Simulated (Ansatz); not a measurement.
Cost and result by functional for the surface energy, mean of two unlike faces, of the (100) surface of cubic BaHfO3 in its 1x1 cell (cut with top plane Ba + O, bottom plane Hf + 2 O), relaxed from an ideal cut (the real face may reconstruct), with unlike faces, outermost plane spacing 2.10 Å in the ideal cut, in Ansatz (plane waves, PAW). Single points on the PBE structure, on one kind of machine; costs are rough ratios of the slab run's core time (references not counted) to the cheapest single point. r2SCAN's cost holds its higher cutoff (500 against 420 eV). Differences are taken against HSE06 for comparison alone: no measured value is at hand, so the table doesn't rank accuracy. HSE06 ran on a coarser k-mesh, which lowers its cost and carries part of its shift.

Model: 15-atom slab, Ba3Hf3O9, 10.5 Å thick at the start, 6x6x1 mesh, Fermi-Dirac 0.025 eV, dipole correction, all atoms relaxed; held to the start's symmetry, so lower structures may exist; no spin, no spin-orbit, no U. These notes are the PBE run's.

```json
[
 {"functional": "RPBE", "relative cost": "1", "surface energy, mean of two unlike faces, (J/m²)": "0.85", "less HSE06 (J/m²)": "-0.29"},
 {"functional": "PBEsol", "relative cost": "1", "surface energy, mean of two unlike faces, (J/m²)": "1.17", "less HSE06 (J/m²)": "0.03"},
 {"functional": "LDA", "relative cost": "1", "surface energy, mean of two unlike faces, (J/m²)": "1.32", "less HSE06 (J/m²)": "0.18"},
 {"functional": "r2SCAN", "relative cost": "2", "surface energy, mean of two unlike faces, (J/m²)": "1.24", "less HSE06 (J/m²)": "0.10"},
 {"functional": "HSE06", "relative cost": "10", "surface energy, mean of two unlike faces, (J/m²)": "1.14", "less HSE06 (J/m²)": "0.00"},
 {"functional": "PBE (the relaxed run's value)", "relative cost": "–", "surface energy, mean of two unlike faces, (J/m²)": "1.02", "less HSE06 (J/m²)": "-0.12"}
]
```

The values span 0.47 J/m², while the single points' costs differ by a factor of roughly 10. Differences are of unrounded values.

Ansatz is a first-principles code.
